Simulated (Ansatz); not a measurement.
Take C in the graphite type structure (space group P6_3/mmc, No. 194; a = 2.465 Å, c = 6.729 Å; layered, stacked along the Cartesian z axis) as the base.

Method: plane-wave PAW DFT at the PBE-D3(BJ) level (Ansatz, a program for electronic structure, 420 eV), no spin-orbit coupling, earlier PAW set.

For the base:

| Quantity | Result |
|---|---|
| Pressure | 0.0 GPa |
| Band gap | zero |

It is then changed as follows: every lattice vector is stretched by 3.82 %, atoms relaxed at fixed cell.

**Question.** Predict the new pressure, energy relative to the base and band gap.

**Answer.** The pressure (mean of the normal stresses, compression positive) goes from zero to -26.3 GPa; the energy increases by 95 meV/atom; the band gap remains zero.

A case with no gap was solved on a k-mesh chosen for an insulator, which is coarse for it. The cells carry an imposed strain or load. Stability against distortions was not tested.
